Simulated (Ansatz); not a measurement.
Results of PBE-D4 (PAW; Ansatz, a first-principles code) for L1₀ (CuAu-type) TiAl.

Numerical settings: plane-wave cutoff 520 eV, 20×20×14 k mesh (along the axes of the cell as run), Fermi–Dirac smearing 0.05 eV, no spin polarisation, scalar-relativistic PAW data made under PBE.

Shape and atoms are relaxed at each volume.

Pressure at four volumes; x = ln(V/15.843 Å³). One pressure is withheld.

| V (Å³/atom) | x | P (GPa) |
|---|---|---|
| 15.209 | -0.0408 | 5.26 |
| 15.843 | 0.0000 | 0.00 |
| 16.160 | 0.0198 | -2.27 |
| 16.477 | 0.0392 | ? |

### Question
Pass a parabola P(x) through the three rows shown, estimate the bulk modulus and its pressure derivative near zero pressure, and predict the withheld pressure.

### Answer
Slopes between the rows: (0.00 − (5.26))/(0.0000 − (-0.0408)) = -128.92 and (-2.27 − (0.00))/(0.0198 − (0.0000)) = -114.65 GPa. Their difference over the span 0.0606 is c = 14.27/0.0606 = 235.5 GPa, so P(x) = 5.26 + (-128.92)(x − (-0.0408)) + 235.5 (x − (-0.0408))(x − (0.0000)). At the middle row B = −dP/dx = −[-128.92 + 235.5 × 0.0408] = 119.3 GPa, and B′ = dB/dP = 2c/B = 3.9. At x = 0.0392 the parabola gives -4.32 GPa; the run gives -4.33 GPa. The Birch–Murnaghan fit to the energies at all volumes has B0 = 119 GPa and B′ = 3.9.

Note: the bulk modulus comes from volumes at which shape and atoms were relaxed.
